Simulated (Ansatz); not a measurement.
Output of an Ansatz run (abridged):

```
WARN ansatz: RAYON_NUM_THREADS=1 ignored (pool sized by the plan → 1); use --threads N
Pseudopotentials: kind: paw
Pseudopotential: Al, paw, valence charge 3
Pseudopotential: Os, paw, valence charge 16
Crystal: 4 atoms, lattice volume = 48.496 Å³
Basis set: ecut = 420 eV, 949 PW (Γ), exchange–correlation on 50×50×50 points (8 copies of the dense FFT grid, shifted against one another)
Bands: 17, of which v1, the nominal top of the filled ones, is band 13 counted from 1 (12 counted from 0)
Symmetry: 48 space group operations
Space group: Pm-3m (ITA 221), of the structure as read, at distance tolerance 3.6e-5 Å
k-points: 84 of 1728
Initial density: superposition of atomic densities (neutral atoms: chi_scale 0, normalization atom), corrected by the library's trained network
Initial wavefunctions: pseudopotential atomic-orbital guess
Eigensolver: davidson
Functional: x = pbe(κ = 0.804, μ = 0.2195149727645171), c = pbe(β = 0.06672455060314922)
SCF iter   1: F=—  HF=-12996.852444 eV  |F-HF|=—  |Δ(HF+E_count)|=         —  Δρ=1.59e-2  dr2=2.12e-1  ethr=1.77e-3  ⟨swp⟩=6.5  Hψ=8295  notcnv=0
all-band conjugate gradients solve this SCF's bands
preconditioner: auto → Kerker (q_TF=auto, 2.443 Å⁻¹)
SCF iter   2: F=—  HF=-12996.810673 eV  |F-HF|=—  |Δ(HF+E_count)|=   4.18e-2  Δρ=2.96e-3  dr2=2.58e-3  ethr=8.47e-4  ⟨swp⟩=2.2  Hψ=2477  notcnv=0
SCF iter   3: F=—  HF=-12996.809947 eV  |F-HF|=—  |Δ(HF+E_count)|=   7.26e-4  Δρ=1.60e-3  dr2=7.62e-4  ethr=1.03e-5  ⟨swp⟩=1.7  Hψ=1596  notcnv=0
SCF iter   4: F=—  HF=-12996.809667 eV  |F-HF|=—  |Δ(HF+E_count)|=   2.80e-4  Δρ=1.81e-4  dr2=1.88e-5  ethr=3.05e-6  ⟨swp⟩=2.2  Hψ=2362  notcnv=0
SCF iter   5: F=—  HF=-12996.809686 eV  |F-HF|=—  |Δ(HF+E_count)|=   1.90e-5  Δρ=2.00e-5  dr2=1.63e-7  ethr=7.53e-8  ⟨swp⟩=2.1  Hψ=2011  notcnv=0
SCF iter   6: F=-12996.809686 eV  HF=-12996.809686 eV  |F-HF|=3.87e-10  |Δ(HF+E_count)|=   4.60e-8  Δρ=4.94e-6  dr2=6.00e-9  ethr=4.00e-10  ⟨swp⟩=4.7  Hψ=5231  notcnv=0
SCF 1 converged in 6 iterations: F = -12996.809686 eV  dr2 = 6.00e-9
SCF converged after 6 iterations
Free energy (F): -12996.809686 eV
Harris-Foulkes:  -12996.809686 eV  (|F-HF|=3.87e-10)
Internal energy: -12996.759885 eV  (E = F + TS)
E sigma→0 (E₀):  -12996.784786 eV
Entropy (-TS):   -0.049801 eV (-12.450 meV/atom)
Fermi energy:    16.036953 eV
--- Per-component energies (eV) ---
  E_band       = -117.353373
  E_kinetic    = 656.619195
  E_local      = -1590.441082  (includes V_loc(G=0)·N_el)
  E_nonlocal   = 32.584679
  E_hartree    = 695.739031
  E_xc         = -395.428700
  E_vxc        = -383.385142  (∫ρ·V_xc dr)
  E_paw        = -10417.209156  (= ΣΔE_a)
  E_vpaw       = -224.208251  (= ΣTr[D̂ρ^β])
  E_aug_tail   = -0.000085  (compensation charges beyond the density's cutoff)
  E_ewald      = -1978.623768
  E_smearing   = -0.049801  (= −TS)
  E_closure    = -0.000000  (closes the sum)
  Σ components = -12996.809686   (vs F -12996.809686, Δ=0.00e0)
--- Forces (eV/Å), atoms counted from 1 ---
  atom   1  Al     0.00000000    -0.00000000     0.00000000
   [... zero for the other atoms too ...]
  max |Σ_I F_I| component: 1.31e-30 eV/Å
--- Stress (GPa, compression-positive) ---
       41.744528       0.000000      -0.000000
        0.000000      41.744528       0.000000
        0.000000       0.000000      41.744528
  P = ⅓ Tr σ = 41.7445 GPa (417.445 kbar)
  The stress holds the Pulay correction. Without it, at fixed plane waves, as pw.x and ABINIT print it: P = 41.6649 GPa
--- Band table (eV; the first three rows and the last of 84) ---
  k-point 0: bands = ["-69.2705", "-28.8629", "-28.8629", "-28.8629", "3.1233", "10.5926", "10.5926", "13.6297", "13.6297", "13.6297", "13.6645", "13.6645", "13.6645", "15.5843", "22.4589", "22.4589", "22.8720"]
  k-point 1: bands = ["-69.2705", "-28.8648", "-28.8628", "-28.8628", "3.2106", "10.4598", "10.6266", "13.0850", "13.0850", "13.2790", "13.6832", "14.2554", "14.2554", "16.1344", "21.7816", "22.5152", "22.8469"]
  k-point 2: bands = ["-69.2704", "-28.8699", "-28.8626", "-28.8626", "3.4705", "9.9489", "10.7224", "12.5902", "12.5902", "13.0020", "13.7352", "14.8905", "14.8905", "17.0608", "20.9079", "22.4826", "22.4826"]
  k-point 83: bands = ["-69.2694", "-28.8844", "-28.8844", "-28.8844", "9.1943", "9.1943", "9.1943", "10.0872", "12.0362", "12.0362", "12.0362", "14.1286", "15.2640", "15.2640", "19.2011", "19.2011", "19.2011"]
```

The structure:

```xyz
4
Lattice="3.6467 0.0000 0.0000 0.0000 3.6467 0.0000 0.0000 0.0000 3.6467" Properties=species:S:1:pos:R:3 pbc="T T T"
Al     0.0000     1.8234     1.8234
Al     1.8234     1.8234     0.0000
Al     1.8234     0.0000     1.8234
Os     0.0000     0.0000     0.0000
```

Question: What input produced this log?

Answer: Other spellings and defaults could give the same log, and not every line can be read from it. The input that was run (DFT, PBE, plane waves, default PAW files):

Ansatz 0.2 input:
```yaml
# Al3Os
crystal:
  lattice:
    - [3.646727, 0.000000, 0.000000]
    - [0.000000, 3.646727, 0.000000]
    - [0.000000, 0.000000, 3.646727]
  atoms:
    - { symbol: Al, position: [0.000000, 0.500000, 0.500000] }
    - { symbol: Al, position: [0.500000, 0.500000, 0.000000] }
    - { symbol: Al, position: [0.500000, 0.000000, 0.500000] }
    - { symbol: Os, position: [0.000000, 0.000000, 0.000000] }
basis:
  ecutwfc: 420.0
kpoints:
  mp_grid: { grid: [12, 12, 12] }
hamiltonian:
  xc: pbe
  pseudopotentials: { kind: paw }
scf:
  occupations: { method: fermi_dirac, width: 0.1 }
output:
  forces: true
  eigenvalues: true
  stress: true
```

The starting cell was generated: these elements placed on a structure prototype, without a prior relaxation; it need not be a known phase or ordering of this composition. Its lattice was rescaled by a random factor within 2.5 % of one. Spin-orbit coupling is off. Spin polarisation is off. With a pressure of about 42 GPa the cell is away from its equilibrium volume at this level. Ansatz's pressure includes its estimate of the finite-basis (Pulay) stress.

Ansatz is a program for electronic structure.
